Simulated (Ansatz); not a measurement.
Computed paths: S vacancy in zinc-blende ZnS, charge state +2

Defect migration in zinc-blende ZnS: S vacancy, charge state +2. Computed with PBE, PAW (plane waves to 420 eV; Ansatz, a quantum-chemistry and plane-wave program).

Cell of 64 host sites held at the relaxed PBE lattice; the Γ point alone; Fermi-Dirac width 0.01 eV, spin-restricted; finite-size errors left in. Energies are static. The charge state is imposed; whether it is stable for some Fermi level was not computed. Forms of the defect that were not tried may lie lower.

Barriers: single points on a 2×2×2 k-point mesh shifted by half a step at the bands' geometries (they differ from the bands' own by up to 0.17 eV, and are uncertain by about as much).

```json
[
 {"Route": "one S atom jumps into the vacancy from a nearby S site", "Start site over the lowest site run (eV)": "0.00", "Hop (Å)": "3.90", "Forward barrier (eV)": "1.65", "Backward barrier (eV)": "1.65", "Neighbours at the start": "Zn at 2.27, 2 Zn at 2.36, Zn at 2.39 Å", "Neighbours at the saddle": "Zn at 2.21, Zn at 2.49, Zn at 2.50 Å", "Saddle order": "first order", "Forward, on the band's own sampling (eV)": "1.48"}
]
```

Paths come from nudged elastic bands with a climbing image.
